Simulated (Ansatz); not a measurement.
CdTe (within 0.1 Å of P6₄22, No. 181, 6 atoms in the cell; start mp-1492; a measured phase of this formula has another space group) was calculated with r²SCAN-D4 (PAW; Ansatz, a quantum-chemistry and plane-wave program).

Numerical settings: plane-wave cutoff 500 eV, 12×12×4 k mesh (along the axes of the cell as run), gaussian smearing 0.02 eV, scalar-relativistic PAW data made under PBE.

Cell (relaxed at this level):

Space group P3₁21 (No. 152); a = b = 4.5357 Å, c = 10.4380 Å, α = β = 90.00°, γ = 120.00°

```json
[
 {"atom": "Cd", "site": "3a", "symmetry": ".2.", "x": "0.5040", "y": "0.5040", "z": "0.0000"},
 {"atom": "Te", "site": "3b", "symmetry": ".2.", "x": "0.5019", "y": "0.5019", "z": "0.5000"}
]
```

**Question.** Estimate the band gap that the calculation returns.

**Answer.** 
- band gap = 0.64 eV (on the SCF k mesh)

Spin–orbit coupling is not included; with these elements it can move the gap by several tenths of an eV or more.

The result took very roughly 6 core-minutes.

A start named mp-… is a Materials Project structure, which need not be a measured phase.
